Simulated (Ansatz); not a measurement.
```xyz
4
Lattice="3.1902 0.0000 0.0000 -1.5951 2.7628 0.0000 0.0000 0.0000 7.2304" Properties=species:S:1:pos:R:3 pbc="T T T"
B      0.0000     1.8419     1.8076
B      1.5951     0.9209     5.4228
P      0.0000     1.8419     5.4228
P      1.5951     0.9209     1.8076
```

No spin polarisation.

Computed with plane-wave PAW DFT at the PBEsol-D3(BJ) level (Ansatz, a program for electronic structure, 420 eV), scalar-relativistic without spin-orbit coupling. k-mesh 12×12×5 (Γ-centred); smearing 0.05 eV (Fermi–Dirac).

Predict the width of the top valence band, space group, band gap and smallest direct gap.


- Width of the top valence band: 3.41 eV
- Space group: P6_3/mmc (No. 194)
- Band gap: 0.34 eV
- Smallest direct gap: 0.66 eV

Whether these cells are dynamically stable was not tested. The cell was made from BN by this change: N → P; the result is a hypothetical phase, not in the database extracts checked.
